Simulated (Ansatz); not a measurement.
Ag (Fm-3m), Ansatz (a quantum-chemistry and plane-wave program) with PBE, DFPT electron-phonon coupling, linearised Boltzmann equation. Condition of this run: functional PBE. Phonon-limited resistivity 1.92 μΩ·cm at 300 K, 2.59 μΩ·cm at 400 K, current-weighted mean free path 47 nm, Drude plasma energy 8.97 eV.

Task: What Drude relaxation time do resistivity and plasma energy imply?

Result: ω_p = 1.36e16 s⁻¹, so τ = 1/(ε₀ ω_p² ρ) = 31.7 fs, a damping ħ/τ of 20.8 meV.

Task: Estimate the electronic thermal conductivity at 300 K by the Wiedemann-Franz law (L₀ = 2.44×10⁻⁸ W·Ω/K²).

Result: L₀T/ρ = 2.44×10⁻⁸ × 300/(1.92×10⁻⁸) = 381 W/(m·K). Inelastic scattering puts the true Lorenz number somewhat under L₀ near and below the Debye temperature.

Task: What is the classical skin depth at 10 GHz (nonmagnetic, μ₀ = 1.257×10⁻⁶ H/m)?

Result: δ = √(ρ/(π f μ₀)) = 697 nm.

A metal at this level (no band gap). Only scattering by harmonic phonons is included (no impurities, grain boundaries, electron-electron scattering or thermal expansion). Spin-orbit coupling is left out. Halving the electron mesh (36x36x36) moves the resistivity by up to 1 % at 300 K, the mean free path by up to 1 %. Smearing 0.20 eV; phonons on a 6x6x6 q mesh, which this run doesn't test.
